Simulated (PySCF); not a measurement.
PySCF 2.14.0, R2SCAN/def2-svp, df: W(F)2(Cl)4 ([F][W]([F])([Cl])([Cl])([Cl])[Cl]), 7 atoms. The geometry is a generated start, not checked to be a minimum at this level.

```yaml
task: energy
method: r2scan
basis: def2-svp
two_electron_scheme: density fitting
mol.max_memory: 3000 MB
mf.max_cycle: 100
mf.init_guess: minao (default)
mf.DIIS: CDIIS (default)
mf.diis_space: 8 (default)
mf.conv_tol: 1e-09 (default)
mf.grids.level: 3 (default)
effective_core_potentials: those of the basis set, past Kr
basis_functions: 132
grid_points: 128352
```

```xyz
7

W     -0.0047    -0.0062    -0.0002
F     -0.6217     1.5114    -0.9090
F      1.0801     1.2208     0.9042
Cl     1.6520    -0.1632    -1.5755
Cl    -1.6072     0.3884     1.5784
Cl    -1.3648    -1.2963    -1.1843
Cl     0.8664    -1.6550     1.1864
```

Charge 0 and multiplicity 1 are set for this test and not shown to be the ground state.

One run each on 2 threads, 1 BLAS thread. Values of level_shift (Hartree) tried: 0 (default), 0.1, 0.3, 1.

**Question.** Predict the course of the Fock builds along this series.

**Answer.** Fewest Fock builds, within one of each other: 0 (default) with 17, 0.1 with 16. The count rises to 47 at 1. All converge to one solution.

| level_shift (Hartree) | Fock builds | end |
|---|---|---|
| 0 (default) | 17 | same solution |
| 0.1 | 16 | same solution |
| 0.3 | 20 | same solution |
| 1 | 47 | same solution |
